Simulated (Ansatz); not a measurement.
**Hf3N4 under a change: uniaxial stress, 0.5 GPa compression along z**

Base system: Hf$_{3}$N$_{4}$ (space group Fd-3m, No. 227; a = 9.0043 Å; a cell from a computed database, its experimental status unchecked). Axes: x, y, z lie along the cube axes.

Perturbation: uniaxial stress, 0.5 GPa compression along z; all other stress components relax to zero.

Computed with Ansatz (an electronic-structure program), PBEsol, PAW, cutoff 420 eV, no spin-orbit coupling. Settings: 5×5×5 k-points, 0.05 eV Fermi–Dirac smearing.

* **Volume per atom**: 13.03 Å³ (base 13.04 Å³)
* **Space group**: I4_1/amd (No. 141) (base Fd-3m (No. 227))
* **Energy relative to the base (free energy F)**: +0.1 meV/atom
* **Band gap**: 0.77 eV (base 0.78 eV)
* **Gap character**: indirect, X → Γ
* **Smallest direct gap**: 0.92 eV (base 0.93 eV)
* **Valley order (the lowest conduction-band minima on the path, energy above the VBM, named in the base's zone)**: Γ 0.77 eV; L along [1-11] 2.26 eV (base Γ 0.78 eV; L along ⟨111⟩ 2.26 eV)
* **Strain response (xx, yy, zz)**: (+0.09, +0.09, −0.25) %

Cost of the whole job for the changed cell (relaxation, final SCF and bands): very roughly 2.1 core-minutes.

Spin-orbit coupling, missing from the scalar runs, can matter with Hf. Stability under load was not tested beyond the relaxation. Labels are those of the standard path for the cell's own space group.
